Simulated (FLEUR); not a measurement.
Band structure of LaTl (Pm-3m, 2 atoms in the cell).

```
LaTl
1.0
    3.97238     0.00000     0.00000
    0.00000     3.97238     0.00000
    0.00000     0.00000     3.97238
La Tl
1 1
Direct
  0.00000   0.00000   0.00000
  0.50000   0.50000   0.50000
```

Level of theory: PBEsol, all-electron FLAPW (FLEUR), scalar-relativistic valence run with FLEUR.

Settings: Kmax = 3.8 1/bohr; GmaxXC = 13.3 1/bohr; xcFunctional = PBEs; jspins = 1; l_soc = F; mode = hist; fermiSmearingEnergy = 0.00367493 Htr; mesh (inpgen div1-3) = 8 8 8; inpgen gamma flag = true; Gmax = 13.3 1/bohr; numbands = 0; maxIterBroyd = 40; imix = Anderson; alpha = 0.05.

The starting cell comes from a database of computed structures (which also holds hypothetical and non-ambient phases and stackings), without a prior relaxation at this level. Spin-orbit coupling is off. Values depend on the basis (sphere radii, cutoffs, local orbitals), which need not be converged.

Levels in eV from the Fermi level, bands 9 to 16:
```csv
point,9,10,11,12,13,14,15,16
Γ,-11.17,-7.92,-0.25,-0.25,1.34,1.34,1.34,1.60
X,-11.09,-6.06,-3.08,-0.02,0.56,0.56,1.44,1.54
M,-11.00,-6.25,-0.45,-0.45,0.21,1.38,1.55,1.55
R,-10.99,-4.73,-2.36,-2.36,-2.36,1.62,1.62,1.62
```
